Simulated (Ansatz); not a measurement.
# SiC: stress against strain

SiC (wurtzite, P6_3mc, 10.340 Å³/atom at rest, c along z) under a strain ε along c (axis z), the other axes held. PBEsol in Ansatz, a plane-wave DFT program (PAW, default set), 420 eV, 12×12×7 Γ-centred mesh, Fermi-Dirac smearing 0.05 eV; ions are relaxed within the symmetry of each cell. Stress is positive for a compressed cell.

Here s stands for strain and y for stress zz.

```csv
strain (%),stress zz (GPa)
-1.20,6.68
-0.60,3.30
0.00,-0.01
0.60,-3.23
1.20,-6.37
3.00,?
```

Problem. Fit y against s with a straight line, and predict the withheld value at s = 3.00.

Solution. Means: s 0, y 0.074. About the means, the sum of products is -19.578 and the sum of squares of s is 3.6000; the slope is their ratio. Least squares gives y = 0.074 - 5.4383·s. Residuals (row less fit): 0.080, -0.037, -0.084, -0.041, 0.082; standard error 0.088 (degrees of freedom: 3). The slope gives the elastic constant C33 = 544 ± 5 GPa. At the withheld row, y = 0.074 - 5.4383 × 3.0 = -16.241 GPa. The calculation gives -15.28 GPa, 0.961 GPa above the prediction (4.4 % of the range of y in the table). The row lies outside the fitted rows, so this is an extrapolation. From the scatter of the fitted rows alone, a prediction at this place has a standard error of 0.169 GPa, so the miss is 5.7 times that.

One order more, fitted to all 11 runs of the series, follows each within 0.03, so the miss is the next term of a smooth law. SiC is here the rare 2H polytype. Rows are the converged runs of the series near zero and its far end; series whose fitted rows scatter by over a few per cent of the range, as at a crossing or softening among them, aren't shown in this form. Most that stay on the fit to the last digits aren't either.
